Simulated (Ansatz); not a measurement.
Take TaN in the rock salt structure (space group Fm-3m, No. 225; a = 4.416 Å) as the base.

Computed with plane-wave PAW DFT at the PBE level (Ansatz, a quantum-chemistry and plane-wave program, 420 eV), scalar-relativistic without spin-orbit coupling, earlier PAW set.

For the base:

| Item | Value |
|---|---|
| Shortest interatomic distance | 4.173 bohr |
| Gap character | absent |
| Band gap | zero |

The change: Y takes the place of Ta on all its sites; the structure is relaxed again.

Tabulated Pauling electronegativity and covalent radius: Ta 1.50, 1.70 Å; Y 1.22, 1.90 Å.

Problem. What happens to the shortest interatomic distance?

Solution. The shortest interatomic distance grows by 0.463 bohr (4.173 bohr → 4.636 bohr).

Problem. What does the calculation give for the gap character after the change?

Solution. The gap character changes from absent to indirect, Γ → X.

Problem. What happens to the band gap?

Solution. The band gap goes from zero to 0.21 eV.

Stability against distortions was not tested. The final runs are not spin-polarised. This is not the structure that TaN has at room temperature and ambient pressure. A zero or small gap of YN can be the functional's error rather than a property of the material.
